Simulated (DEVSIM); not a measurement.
Device: illuminated Si p-on-n cell, one wavelength, with a back-surface field, at 250 K.

```
layer (left to right)  material  thickness (μm)  Nd (cm⁻³)  Na (cm⁻³)  τn (s)  τp (s)  absorption coefficient (cm⁻¹)
---------------------  --------  --------------  ---------  ---------  ------  ------  -----------------------------
1                            Si           0.160          -       1e18  8.8e-5  4.4e-6                            390
2                            Si            68.0     1.9e17          -  0.0004  0.0004                            390
3                            Si           0.890     1.7e18          -  0.0004  0.0004                            390
```

Left contact: ohmic, minority electron recombination velocity 30000 cm/s. Right contact: ohmic, minority hole recombination velocity 1000 cm/s. Voltage is applied to the left contact. Recombination: SRH at mid-gap, radiative, Auger. Gap narrowing is on: ΔEg = 6.92 meV × (l + √(l² + 0.5)), l = ln(N/1.3e17 cm⁻³), shared equally by both band edges. Light enters at the left, 2.7e16 photons cm⁻² s⁻¹, one pass, no reflection. Mobility is constant in doping.

Constants are typed, rounded textbook-type inputs, not results; the design itself was drawn at random and stands for no fabricated device. Values at 300 K; Nc and Nv go as T^1.5, mobilities as T to minus their exponent, the gap by Varshni's rule with the affinity fixed.

| parameter | Si |
|---|---|
| gap (eV) | 1.124 |
| affinity (eV) | 4.05 |
| permittivity | 11.7 |
| Nc (cm⁻³) | 2.86e19 |
| Nv (cm⁻³) | 3.1e19 |
| μn (cm²/Vs) | 1417 |
| μp (cm²/Vs) | 470 |
| T exponent of μn | 2.3 |
| T exponent of μp | 2.2 |
| B (cm³/s) | 4.7e-15 |
| Cn (cm⁶/s) | 2.8e-31 |
| Cp (cm⁶/s) | 9.9e-32 |
| Varshni α (eV/K) | 0.000473 |
| Varshni β (K) | 636 |

Model (solved in DEVSIM): 1D drift-diffusion, Boltzmann statistics, complete ionisation; no tunnelling, impact ionisation, image-force lowering or self-heating.

The photon flux was swept, all else fixed.

```
photon flux (cm^-2 s^-1)  open-circuit voltage (V)  short-circuit current (mA/cm²)  largest power (mW/cm²)  fill factor
------------------------  ------------------------  ------------------------------  ----------------------  -----------
8.1e14                                       0.594                           0.114                  0.0574         0.85
2.7e15                                       0.620                           0.380                   0.201         0.85
8.1e15                                       0.644                            1.14                   0.631         0.86
2.7e16                                       0.670                            3.80                    2.20         0.86
8.1e16                                       0.693                            11.4                    6.84         0.86
2.7e17                                       0.719                            38.0                    23.7         0.87
8.1e17                                       0.743                             114                    73.8         0.87
```

From the first row to the last the open-circuit voltage goes from 0.594 to 0.743. From the first row to the last the short-circuit current goes from 0.114 to 114.
